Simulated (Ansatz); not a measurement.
The starting structures come from a database of crystals and need not be the phases stable at ambient conditions.

Tunnelling through a barrier is set by its complex band structure: the current falls as exp(−2κd) with the smallest κ.

```
BiRbF6
1.0
    7.68145     0.00000     0.00000
   -3.84072     6.65233     0.00000
    3.84072     2.21744     2.58861
Rb Bi F
1 1 6
Cartesian
  0.00000   4.43489   1.29430
  0.00000   0.00000   0.00000
  8.17544   1.54099   1.21703
 -0.49399   7.32878   1.37157
  2.25919   6.30965   1.21703
  5.42226   2.56013   1.37157
  4.92826   5.45402   1.21703
  2.75319   3.41575   1.37157
```

Space group of this cell: R-3. The cell is taken as given; by r2SCAN its mean pressure is -1.6 GPa.

Transport runs along the normal of the first two printed cell vectors, the (001) plane of the conventional cell.

No gap correction and no spin-orbit coupling; mid-gap values are interpolated between computed energies.

Task: Predict the band gap and the smallest decay constant κ at mid-gap from r2SCAN in Ansatz (an electronic-structure program).

Result: Gap 3.58 eV on a 12×12×12 mesh; κ = 0.462 1/Å, at the zone centre.
